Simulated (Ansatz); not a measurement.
Take SiS2 in the 2H-MoS2 type structure (space group P6_3/mmc, No. 194; a = 3.224 Å, c = 12.153 Å; a hypothetical phase, not in the database extracts checked; layered, stacked along the Cartesian z axis) as the base.

Levels (all Ansatz, a quantum-chemistry and plane-wave program, PAW): r2SCAN+rVV10 (500 eV, scalar-relativistic without spin-orbit coupling); HSE06 (420 eV, no spin-orbit coupling).

The geometry is relaxed with r2SCAN+rVV10.

* **r2SCAN+rVV10 band gap**: zero

Task: What does HSE06 give at this geometry for the band gap?

Result: The band gap becomes 0.47 eV (r2SCAN+rVV10: zero).

Single points use the geometry relaxed with r2SCAN+rVV10. HSE06 was sampled on its mesh, a few special points and the semilocal edge points, so its gap is an upper bound. Whether these cells are dynamically stable was not tested. All final runs are without spin polarisation. Gaps under 0.05 eV, about the width of the smearing, are given as zero. A zero or small gap of SiS2 can be the functional's error rather than a property of the material.
